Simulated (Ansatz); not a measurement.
**CdSe: energy against strain**

CdSe (wurtzite, P6_3mc, 29.754 Å³/atom at rest, c along z) under a strain ε along c (axis z), the other axes held. PBE in Ansatz, a plane-wave DFT program (PAW, default set), 420 eV, 9×9×5 Γ-centred mesh, Fermi-Dirac smearing 0.05 eV; ions are relaxed within the symmetry of each cell.

Here s stands for strain and y for E less E0.

```csv
strain (%),E less E0 (meV/atom)
-1.20,1.00
-0.60,0.25
0.00,0.00
0.60,0.24
1.20,0.96
3.00,?
```

Fit y of the 5 rows that show it with a parabola. Least squares gives y = 0.000 - 0.0150·s + 0.6806·s². Residuals (row less fit): 0.002, -0.004, 0.000, 0.004, -0.002; standard error 0.004 (degrees of freedom: 2). Twice the quadratic coefficient over the volume, 2 × 0.6806 meV × 10⁴ × 0.1602 / 29.754 Å³, is the elastic constant C33 = 73 ± 0.4 GPa.

Problem. Predict the withheld y at s = 3.00 from the fit, and compare with the calculation.

Solution. y = 0.000 - 0.0150 × 3.0 + 0.6806 × 3.0² = 6.080 meV/atom. The calculation gives 5.96 meV/atom, 0.120 meV/atom below the prediction (2.0 % of the range of y in the table). The row lies outside the fitted rows, so this is an extrapolation. The fitted rows scatter only by rounding.

One order more, fitted to all 11 runs of the series, follows each within 0.01, so the miss is the next term of a smooth law. Rows are the converged runs of the series near zero and its far end; series whose fitted rows scatter by over a few per cent of the range, as at a crossing or softening among them, aren't shown in this form. Most that stay on the fit to the last digits aren't either.
